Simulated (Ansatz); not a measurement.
## What Si vacancy, symmetric start does to SiC

Take a 24-atom supercell of SiC in the zinc blende structure (space group F-43m, No. 216; a = 4.3568 Å) at its relaxed geometry as the base.

The change: one Si atom is removed, atoms relaxed at fixed cell.

Computed with PBEsol (Ansatz, a first-principles code, PAW, spin-orbit coupling left out). k-mesh 5×3×5 (Γ-centred); smearing 0.01 eV (Fermi–Dirac).

```tsv
quantity	base	changed	shift
pressure	0.0 GPa	2.5 GPa	+2.5 GPa
gap of the supercell	1.24 eV	0.37 eV	-0.875 eV
total moment of the cell	–	0.0 μB	–
energy gained by relaxation	–	0.87 eV	–
largest displacement of a host atom from its site in the perfect cell	–	0.33 Å	–
mean distance from the defect site to its nearest host atoms	1.89 Å	2.16 Å	+0.27 Å
```

The magnetic state is the one reached from the starting moments; the real material's order can differ, and small cells can't hold many antiferromagnetic ones. The cell is small, so the values are those of an ordered compound at a high defect concentration; dilute-limit values will differ. The defect started on the symmetric site and kept its symmetry, so it may sit on a saddle. Seeded moments were not kept for Si vacancy. The defect cell is spin-polarised and ends with 0.0 μB.
